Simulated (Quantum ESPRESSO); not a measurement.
Troubleshooting Quantum ESPRESSO: a failed run on TiS (P6_3/mmc, 4 atoms in the cell). The aim is a self-consistent single point with DFT, LDA (PW92), plane waves, PseudoDojo standard norm-conserving (LDA) pseudopotentials.

Cell that was meant: a = 3.3241 Å, b = 3.3241 Å, c = 6.4035 Å, α = 90.00°, β = 90.00°, γ = 120.00°.

Part of the input:

```fortran
/
&electrons
  conv_thr = 1.0d-10
  electron_maxstep = 2
  mixing_beta = 0.7
/
ATOMIC_SPECIES
```

Log, with long lists cut:

```
     Self-consistent Calculation

     iteration #  1     ecut=    85.00 Ry     beta= 0.70

     Threshold (ethr) on eigenvalues was too large:
     Diagonalizing with lowered threshold

     total energy              =    -281.98542373 Ry
     estimated scf accuracy    <       0.07866448 Ry

     iteration #  2     ecut=    85.00 Ry     beta= 0.70

     total energy              =    -281.98427514 Ry
     estimated scf accuracy    <       0.17704076 Ry
     End of self-consistent calculation

     convergence NOT achieved after   2 iterations: stopping

   JOB DONE.
```

### Question
What is wrong, and how is it fixed?

### Answer
The fault is an iteration limit that is too low. The loop is cut before its threshold is met, so whatever is printed at the end is not self-consistent. To fix it, raise the limit, or leave it to the default. The run ended unconverged after 2 iterations.

An input that runs soundly differs in these lines (not the only fix; some lines may just follow from the change or write a value another way):
```diff
-  electron_maxstep = 2
```

With that input, the run converged in 9 iterations: free energy E − TS -3837.0993 eV; Fermi level (on the code's own zero) 13.33 eV; pressure -9.29 GPa (DFT, LDA (PW92), plane waves, PseudoDojo standard norm-conserving (LDA) pseudopotentials).

On the sound input: the starting cell comes from a database of computed structures (which also holds hypothetical and non-ambient phases and stackings), without a prior relaxation at this level. Spin polarisation is off, so a magnetic state, if there is one, cannot be reached. With a pressure of about -9 GPa the cell is away from its equilibrium volume at this level.
